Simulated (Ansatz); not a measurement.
# MoS2: response to strain

Consider MoS₂ (space group P6_3/mmc, No. 194; a = 3.149 Å, c = 12.089 Å; layered, stacked along the Cartesian z axis). Axes: x lies along a and z along c of the hexagonal cell.

Strains are applied to the cell and any free atomic positions relax; under biaxial strain the out-of-plane vector relaxes too.

Method: plane-wave PAW DFT at the PBE-D3(BJ) level (Ansatz, an electronic-structure program, 420 eV), no spin-orbit coupling.

| biaxial strain, plane normal [001], relaxed out of plane (%) | out-of-plane strain (%) |
|---|---|
| 0 | 0.00 |
| 0.6 | -0.20 |
| 1.2 | -0.40 |
| 2.4 | ? |
| 3 | -0.97 |

**Question.** Fit ε⊥ = −νε + γε² (strains in %) to the rows shown and predict the withheld row.

**Answer.** Least squares on the printed values gives ν = 0.34 (the biaxial Poisson response) and γ = 0.005 (largest residual 0.00 %); this predicts -0.78 %, and the run gives -0.78 %, in agreement.

Stability against distortions was not tested.
